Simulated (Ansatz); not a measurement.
# A computed series for Al2Au: response to strain

Take Al$_{2}$Au (space group Fm-3m, No. 225; a = 6.0032 Å; relaxed with 0.1 eV smearing) as the base. Axes: x, y, z lie along the cube axes.

Strains are applied to the cell and any free atomic positions relax.

Method: PBEsol/PAW in Ansatz (a program for electronic structure), no spin-orbit coupling.

Notes on the quantities. pressure: mean of the normal stresses, compression positive; energy relative to the base: free energy F.

```
change                          volume per atom  pressure  energy relative to the base
------------------------------  ---------------  --------  ---------------------------
base                                   18.03 Å³   0.0 GPa                   0 meV/atom
uniaxial strain ε_zz = −3.00 %         17.49 Å³   3.8 GPa                +8.3 meV/atom
uniaxial strain ε_zz = −2.00 %         17.67 Å³   2.4 GPa                +3.6 meV/atom
uniaxial strain ε_zz = −1.50 %         17.76 Å³       ___                          ___
uniaxial strain ε_zz = −1.00 %         17.85 Å³   1.2 GPa                +0.9 meV/atom
uniaxial strain ε_zz = −0.50 %         17.94 Å³   0.6 GPa                +0.2 meV/atom
uniaxial strain ε_zz = +0.50 %         18.12 Å³  -0.6 GPa                +0.2 meV/atom
uniaxial strain ε_zz = +1.00 %         18.21 Å³  -1.1 GPa                +0.8 meV/atom
uniaxial strain ε_zz = +2.50 %         18.48 Å³  -2.7 GPa                +5.1 meV/atom
uniaxial strain ε_zz = +3.00 %         18.57 Å³  -3.2 GPa                +7.3 meV/atom
```

### Question
Complete the table.

### Answer

- uniaxial strain ε_zz = −1.50 %, pressure: 1.8 GPa
- uniaxial strain ε_zz = −1.50 %, energy relative to the base: +2.0 meV/atom

Stability against distortions was not tested.
